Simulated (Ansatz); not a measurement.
The parent structure is BP in the zinc blende structure (space group F-43m, No. 216).

```
CELL_PARAMETERS angstrom
      0.00000     2.26828     2.26828
      2.26828     0.00000     2.26828
      2.26828     2.26828     0.00000
ATOMIC_POSITIONS crystal
  B  0.00000 0.00000 0.00000
  P  0.25000 0.25000 0.25000
```

All numbers come from DFT with r2SCAN, PAW potentials and a 500 eV plane-wave cutoff in Ansatz (a quantum-chemistry and plane-wave program), no SOC.

One change was made to it. Results:

The band gap decreases by 0.22 eV (1.41 eV → 1.19 eV); the hole mass (degenerate bands, along [100]) becomes 0.23, 0.23, 0.39 mₑ (at Γ) (base: 0.24, 0.24, 0.32 mₑ (at Γ)); the smallest direct gap grows by 0.26 eV to 3.86 eV; the lattice parameter a falls by 0.203 Å, from 4.537 Å to 4.334 Å.

Problem. Which change produced these results?
(A) pressure −2 GPa
(B) pressure 15 GPa
(C) pressure 30 GPa
(D) pressure 2.1 GPa

Solution. C, pressure 30 GPa. For comparison, the band gap in the other runs: pressure −2 GPa gives 1.43 eV; pressure 2.1 GPa gives 1.39 eV; pressure 15 GPa gives 1.30 eV.

Load acts through the strain it causes; cell and atoms are relaxed under it. Masses are band curvatures over ±0.01 Å⁻¹ around the edge. Stability against distortions was not tested. No other phases were tried under pressure.
